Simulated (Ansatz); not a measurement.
## A computed series for Sb: response to strain

Base system: Sb in the fcc (Cu type) structure (space group Fm-3m, No. 225; a = 4.7143 Å; relaxed with 0.1 eV smearing). Axes: x, y, z lie along the cube axes.

Strains are applied to the cell and any free atomic positions relax; under biaxial strain the out-of-plane vector relaxes too; under stress the whole cell relaxes.

Computed with PBEsol (Ansatz, an electronic-structure program, PAW, no spin-orbit coupling).

Notes on the quantities. energy relative to the base: free energy F; pressure: mean of the normal stresses, compression positive.

```tsv
variant	energy relative to the base	pressure	space group	volume per atom
base	0 meV/atom	0.0 GPa	Fm-3m (No. 225)	26.19 Å³
biaxial strain −1.04 %, plane normal [001], relaxed out of plane	-1.0 meV/atom	-0.4 GPa	I4/mmm (No. 139)	26.37 Å³
isotropic strain +2.84 %	+36 meV/atom	-4.7 GPa	Fm-3m (No. 225)	28.49 Å³
uniaxial strain ε_yy = +2.17 %	+2.1 meV/atom	-1.4 GPa	I4/mmm (No. 139)	26.76 Å³
uniaxial stress, 0.5 GPa tension along x	-13 meV/atom	–	I4/mmm (No. 139)	26.62 Å³
tensor shear ε_yz = +0.48 %	+0.1 meV/atom	0.0 GPa	Immm (No. 71)	26.19 Å³
```

Stability under load was not tested beyond the relaxation. Under biaxial strain −1.04 %, plane normal [001], relaxed out of plane the cell ends below the base's energy or with stress of the wrong sign: the atoms slid into a distortion or the cell is elastically unstable, so the base is not a stable minimum at this level. Under uniaxial stress, 0.5 GPa tension along x the cell changed shape so far that it is another structure. This is not the structure that Sb has at room temperature and ambient pressure.
